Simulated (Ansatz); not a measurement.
Start from BAs in the zinc blende structure (space group F-43m, No. 216; a = 4.768 Å). Axes: x, y, z lie along the cube axes.

Method: PBEsol/PAW in Ansatz (a quantum-chemistry and plane-wave program), scalar-relativistic without spin-orbit coupling.

Base values:

The band gap is 1.08 eV.

It is then changed as follows: compressive biaxial strain of 1.08 % in the plane normal to [001], as in epitaxy on a mismatched substrate; the out-of-plane cell vector and the atoms relax.

What does the calculation give for the in-plane stress after the change?

The mean in-plane stress (compression positive) amounts to +3.5 GPa.

Estimate the effect on the band gap.

The band gap drops by 0.14 eV to 0.94 eV.

What happens to the out-of-plane strain?

The out-of-plane strain comes out as +0.56 %.

Stability against distortions was not tested.
